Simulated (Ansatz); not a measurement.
An Ansatz (a first-principles code) run: Pt with a change (uniaxial strain ε_zz = −2.50 %); LDA in Ansatz (plane waves to 420 eV, PAW, no spin-orbit coupling).

Input:

Ansatz 0.2 input:
```yaml
crystal:
  lattice:
    - [0, 1.9476859854, 1.8989938358]
    - [1.9476859854, 0, 1.8989938358]
    - [1.9476859854, 1.9476859854, 0]
  atoms:
    - { symbol: Pt, position: [0, 0, 0] }
basis: { ecutwfc: 420, ecutrho_ratio: 4, xc_grid: 2, fft_grid_basis: typed }
kpoints: { mp_grid: { grid: [29, 29, 29] } }
hamiltonian:
  xc: lda
  dispersion: none
  pseudopotentials: { kind: paw }
scf: { occupations: { method: fermi_dirac, width: 0.1 }, convergence: { dr2_threshold: 0.0000000001 } }
relax: { f_tol: 0.005, max_steps: 50 }
output: { forces: true, stress: true }
checkpoint: { write: state.ck, write_every: 1000 }
```

Output (explanatory and most iteration lines left out):

```
Relaxation: its limit of steps is 50 (relax.max_steps)
Pseudopotential: Pt, paw, valence charge 18
Crystal: 1 atoms, lattice volume = 14.408 Å³
Basis set: ecut = 420 eV, 283 PW (Γ), exchange–correlation on 40×40×40 points (8 copies of the dense FFT grid, shifted against one another)
Bands: 13, of which v1, the nominal top of the filled ones, is band 9 counted from 1 (8 counted from 0)
Symmetry: 16 space group operations
Space group: I4/mmm (ITA 139), of the structure as read, at distance tolerance 2.4e-5 Å
k-points: 1800 of 24389
Functional: x = slater, c = lda
SCF iter   1: F=—  HF=-12245.006241 eV  |F-HF|=—  |Δ(HF+E_count)|=         —  Δρ=6.50e-3  dr2=2.30e-3  ethr=1.77e-3  ⟨swp⟩=5.0  Hψ=131320  notcnv=0
SCF iter   2: F=—  HF=-12245.005324 eV  |F-HF|=—  |Δ(HF+E_count)|=   9.17e-4  Δρ=3.36e-3  dr2=5.18e-4  ethr=1.28e-5  ⟨swp⟩=1.4  Hψ=39508  notcnv=0
SCF 1 converged in 7 iterations: F = -12245.005210 eV  dr2 = 2.68e-12
relax step   1: F+E_penalty+E_count = -12245.00520982 eV  Δ(F+E_penalty+E_count) = +0.000e0 eV  max|allowed force component| = 0.000e0 eV/Å  Δτ_max = 0.0000 Å  (7 SCF iters, accepted)
SCF converged after 7 iterations
Free energy (F): -12245.005210 eV
Internal energy: -12244.953940 eV  (E = F + TS)
E sigma→0 (E₀):  -12244.979575 eV
Entropy (-TS):   -0.051270 eV (-51.270 meV/atom)
Fermi energy:    24.497731 eV
--- Forces (eV/Å), atoms counted from 1 ---
  atom   1  Pt     0.00000000    -0.00000000     0.00000000
--- Stress (GPa, compression-positive) ---
        7.376482       0.000000      -0.000000
        0.000000       7.376482      -0.000000
       -0.000000      -0.000000      10.263552
  P = ⅓ Tr σ = 8.3388 GPa (83.388 kbar)
--- Relaxed structure (1 steps of the walk, 1 accepted, 0 SCFs on fresh bases) ---
  atoms:
    - { symbol: Pt, position: [0.0, 0.0, 0.0] }
```

Stability against distortions was not tested. The final runs are not spin-polarised. The cell was made from Pt in the fcc (Cu type) structure (space group Fm-3m, No. 225) by this change: uniaxial strain ε_zz = −2.50 %.
